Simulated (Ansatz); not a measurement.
**HfO2: pressure series**

Take HfO2 in the fluorite structure (space group Fm-3m, No. 225; a = 5.059 Å) as the base.

Cell and atoms are relaxed at each pressure.

The values are results of Ansatz (a quantum-chemistry and plane-wave program), r2SCAN, PAW, cutoff 500 eV, no spin-orbit coupling, earlier PAW set, not measurements.

| variant | band gap | hole mass | lattice parameter a |
|---|---|---|---|
| base | 4.30 eV | 0.28 mₑ along k, 2.9 mₑ across (at X) | 5.059 Å |
| pressure −2 GPa | 4.28 eV | 0.28 mₑ along k, 2.9 mₑ across (at X) | 5.072 Å |
| pressure −1 GPa | 4.29 eV | 0.28 mₑ along k, 2.9 mₑ across (at X) | 5.065 Å |
| pressure 1.8 GPa | 4.32 eV | 0.28 mₑ along k, 2.9 mₑ across (at X) | 5.048 Å |
| pressure 4.2 GPa | 4.34 eV | 0.28 mₑ along k, 2.9 mₑ across (at X) | 5.034 Å |
| pressure 9 GPa | 4.38 eV | 0.28 mₑ along k, 2.8 mₑ across (at X) | 5.007 Å |
| pressure 18 GPa | 4.46 eV | 0.28 mₑ along k, 2.8 mₑ across (at X) | 4.961 Å |
| pressure 30 GPa | 4.54 eV | 0.28 mₑ along k, 2.7 mₑ across (at X) | 4.907 Å |
| pressure 45 GPa | 4.63 eV | 0.28 mₑ along k, 2.6 mₑ across (at X) | 4.848 Å |
| pressure 60 GPa | 4.71 eV | 0.28 mₑ along k, 2.6 mₑ across (at X) | 4.797 Å |

With Hf present, leaving out spin-orbit coupling can change the band edges. Load acts through the strain it causes; cell and atoms are relaxed under it. Masses are band curvatures over ±0.01 Å⁻¹ around the edge. Along k means along the line from Γ to the band edge. Whether these cells are dynamically stable was not tested. No other phases were tried under pressure. This is not the structure that HfO2 has at room temperature and ambient pressure.
